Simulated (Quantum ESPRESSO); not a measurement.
Input and output of a self-consistent single point for Ga2Pt (P1, 3 atoms in the cell) (Quantum ESPRESSO).

Level of theory: PBEsol, GBRV 1.5 ultrasoft (PBESOL) pseudopotentials (plane waves; Quantum ESPRESSO).

```
CELL_PARAMETERS angstrom
      0.00000     2.96792     2.96792
      2.96792     0.00000     2.96792
      2.96792     2.96792     0.00000
ATOMIC_POSITIONS crystal
  Ga 0.74944 0.75120 0.74284
  Ga 0.22309 0.26757 0.25428
  Pt 0.02747 0.98123 0.00288
```

Reference input (self-consistent single point, DFT, LDA (PZ), plane waves, GBRV 1.5 ultrasoft (LDA) pseudopotentials): ecutwfc = 50 Ry; ecutrho = 400 Ry; occupations = smearing; smearing = fd; degauss = 0.0073499 Ry; potentials = {Ga: ga_lda_v1.4.uspp.F.UPF, Pt: pt_lda_v1.4.uspp.F.UPF}; K_POINTS = automatic 6 6 6 0 0 0; conv_thr = 1e-10 Ry. This run's input differs from it in these lines:

```diff
@@ -21,4 +21,4 @@
 ATOMIC_SPECIES
-Ga    69.7230  ga_lda_v1.4.uspp.F.UPF
-Pt   195.0840  pt_lda_v1.4.uspp.F.UPF
+Ga    69.7230  ga_pbesol_v1.4.uspp.F.UPF
+Pt   195.0840  pt_pbesol_v1.4.uspp.F.UPF
 CELL_PARAMETERS {angstrom}
```

The program printed (abridged):

```
     Self-consistent Calculation

     iteration #  1     ecut=    50.00 Ry     beta= 0.70

     negative rho (up, down):  1.670E-01 0.000E+00

     total energy              =   -1033.67864608 Ry
     estimated scf accuracy    <      12.28559706 Ry

     iteration #  2     ecut=    50.00 Ry     beta= 0.70

     negative rho (up, down):  1.732E-01 0.000E+00

     total energy              =   -1039.87889866 Ry
     estimated scf accuracy    <       7.67776712 Ry

     iteration #  3     ecut=    50.00 Ry     beta= 0.70

     negative rho (up, down):  1.711E-01 0.000E+00

     total energy              =   -1040.65241456 Ry
     estimated scf accuracy    <       0.47145685 Ry

   [... 6 blocks of this kind left out ...]

     iteration # 10     ecut=    50.00 Ry     beta= 0.70

     negative rho (up, down):  1.715E-01 0.000E+00

     total energy              =   -1040.66255003 Ry
     estimated scf accuracy    <       0.00000008 Ry

     iteration # 11     ecut=    50.00 Ry     beta= 0.70

     negative rho (up, down):  1.715E-01 0.000E+00
     End of self-consistent calculation

     Number of k-points >= 100: set verbosity='high' to print the bands.

     the Fermi energy is    14.2037 ev

!    total energy              =   -1040.66255005 Ry
     estimated scf accuracy    <          4.6E-11 Ry
     smearing contrib. (-TS)   =      -0.00277894 Ry
     internal energy E=F+TS    =   -1040.65977111 Ry

     convergence has been achieved in  11 iterations

     negative rho (up, down):  1.715E-01 0.000E+00

     Forces acting on atoms (cartesian axes, Ry/au):

     atom    1 type  1   force =    -0.00172290    0.01552550    0.00469170
     atom    2 type  1   force =    -0.01828601    0.02412829   -0.00180531
     atom    3 type  2   force =     0.02000890   -0.03965379   -0.00288639

     Total force =     0.056276     Total SCF correction =     0.000059

     negative rho (up, down):  1.715E-01 0.000E+00
          total   stress  (Ry/bohr**3)                   (kbar)     P=        2.29
   0.00002790  -0.00003090   0.00005373            4.10       -4.54        7.90
  -0.00003090  -0.00001800  -0.00009773           -4.54       -2.65      -14.38
   0.00005373  -0.00009773   0.00003678            7.90      -14.38        5.41

   JOB DONE.
```

The run converged in 11 iterations. Against the reference run the pressure goes from -3.04 to 0.23 GPa and the largest force goes from 1.063 to 1.144 eV/Å.

The starting cell comes from a database of computed structures (which also holds hypothetical and non-ambient phases and stackings), without a prior relaxation at this level. Its atoms were displaced at random from the sites of space group no. 225. Spin polarisation is off. Forces in this geometry exceed 1 eV/Å.

Cost on one core of a shared machine: roughly 2 min.
